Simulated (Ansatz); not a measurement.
CaF2: pressure series

Consider CaF₂ in the fluorite structure (space group Fm-3m, No. 225; a = 5.511 Å).

Cell and atoms are relaxed at each pressure.

Computed with PBE (Ansatz, an electronic-structure program, PAW, no spin-orbit coupling).

Task: Only one of these has a direct gap. Which?
A) pressure 60 GPa
B) pressure 18 GPa
C) pressure −1 GPa
D) pressure −2 GPa
E) pressure 4.2 GPa

Result: A, pressure 60 GPa. Computed: pressure 18 GPa: indirect, X → Γ; pressure 60 GPa: direct at X; pressure −1 GPa: indirect, X → Γ; pressure 4.2 GPa: indirect, X → Γ; pressure −2 GPa: indirect, X → Γ

Load acts through the strain it causes; cell and atoms are relaxed under it. Whether these cells are dynamically stable was not tested. Competing high-pressure phases were not computed.
